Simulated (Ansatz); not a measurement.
The starting structures come from a database of crystals and need not be the phases stable at ambient conditions.

Here is the system:

```xyz
12
Lattice="3.3880 0.0000 0.0000 0.0000 5.6327 0.0000 0.0000 0.0000 6.7869" Properties=species:S:1:pos:R:3 pbc="T T T"
Zr     2.5410     4.2332     0.7358
Zr     0.8470     1.3995     6.0511
Zr     0.8470     4.2159     4.1293
Zr     2.5410     1.4169     2.6576
O      0.8470     5.5089     2.3127
O      2.5410     0.1238     4.4742
O      2.5410     2.9402     5.7062
O      0.8470     2.6926     1.0807
O      0.8470     4.8483     6.2677
O      2.5410     0.7844     0.5192
O      2.5410     3.6008     2.8743
O      0.8470     2.0320     3.9126
```

Space group of this cell: Pnma. The cell is strained (lengths along the current scaled by 1.03, ions clamped); by r2SCAN its mean pressure is -15.7 GPa.

Transport runs along the normal of the first two printed cell vectors.

The gap is the functional's own, uncorrected, and κ follows it; spin-orbit coupling is left out. Mid-gap values are interpolated between the computed energies.

Question: Predict the band gap and the smallest decay constant κ at mid-gap from r2SCAN (Ansatz, a quantum-chemistry and plane-wave program).

Answer: Gap 3.27 eV on a 10×6×6 mesh; κ = 0.412 1/Å, at the zone centre.
